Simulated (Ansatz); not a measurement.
## SiO2 with two functionals, pressure 15 GPa

Start from SiO2 in the rutile structure (space group P4_2/mnm, No. 136; a = 4.2359 Å, c = 2.6899 Å).

(Cell as relaxed with PBE.)

Levels (all Ansatz, a quantum-chemistry and plane-wave program, PAW, earlier PAW set): PBE (420 eV, without spin-orbit coupling); r2SCAN (500 eV, no spin-orbit coupling).

Each level relaxes its own structure.

| base | PBE | r2SCAN |
|---|---|---|
| volume per atom | 8.04 Å³ | 7.79 Å³ |
| lattice parameter a | 423.6 pm | 418.5 pm |
| band gap | 5.05 eV | 6.53 eV |

The change: cell and atoms relaxed at a pressure of 15 GPa.

```tsv
quantity	PBE	r2SCAN
lattice parameter a	415.1 pm	411.3 pm
shift of the gap caused by the change	+0.77 eV	+0.74 eV
mean gap deformation potential ΔEg/Δln V	-15.3 eV	-16.9 eV
valence-band top at Γ (three highest levels, from the VBM)	0.00, -0.90, -0.90 eV	0.00, -0.93, -0.93 eV
```

PBE's lattice parameter a lies 3.8 pm above r2SCAN's (0.9 %); PBE's shift of the gap caused by the change lies 0.03 eV above r2SCAN's; PBE's mean gap deformation potential ΔEg/Δln V lies 1.55 eV above r2SCAN's. Neither level is exact; r2SCAN is the comparison here, not a measurement.

Load acts through the strain it causes; cell and atoms are relaxed under it. Whether these cells are dynamically stable was not tested. Competing high-pressure phases were not computed.
